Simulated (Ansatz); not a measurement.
Cu, pressure series

The parent structure is Cu in the fcc (Cu type) structure (space group Fm-3m, No. 225; a = 3.630 Å).

Cell and atoms are relaxed at each pressure.

Level of theory: PBE in Ansatz (plane waves to 420 eV, PAW, scalar-relativistic without spin-orbit coupling).

Notes on the quantities. enthalpy: H = E + PV relative to the base's energy.

```json
[
 {"variant": "base", "enthalpy": "–", "shortest interatomic distance": "2.567 Å"},
 {"variant": "pressure −2 GPa", "enthalpy": "-0.15 eV/atom", "shortest interatomic distance": "2.579 Å"},
 {"variant": "pressure −1 GPa", "enthalpy": "-0.07 eV/atom", "shortest interatomic distance": "2.573 Å"},
 {"variant": "pressure 3 GPa", "enthalpy": "+0.22 eV/atom", "shortest interatomic distance": "(withheld)"},
 {"variant": "pressure 7 GPa", "enthalpy": "+0.51 eV/atom", "shortest interatomic distance": "2.529 Å"},
 {"variant": "pressure 15 GPa", "enthalpy": "+1.07 eV/atom", "shortest interatomic distance": "(withheld)"},
 {"variant": "pressure 30 GPa", "enthalpy": "+2.06 eV/atom", "shortest interatomic distance": "2.444 Å"},
 {"variant": "pressure 50 GPa", "enthalpy": "+3.31 eV/atom", "shortest interatomic distance": "2.393 Å"},
 {"variant": "pressure 75 GPa", "enthalpy": "+4.78 eV/atom", "shortest interatomic distance": "2.345 Å"},
 {"variant": "pressure 100 GPa", "enthalpy": "+6.17 eV/atom", "shortest interatomic distance": "2.307 Å"}
]
```

Problem. Some entries are withheld; estimate them.

Solution. 
- pressure 3 GPa, shortest interatomic distance: 2.549 Å
- pressure 15 GPa, shortest interatomic distance: 2.494 Å

Load acts through the strain it causes; cell and atoms are relaxed under it. No phonon test of stability was made. Competing high-pressure phases were not computed. All final runs are without spin polarisation.

Ansatz is a quantum-chemistry and plane-wave program.
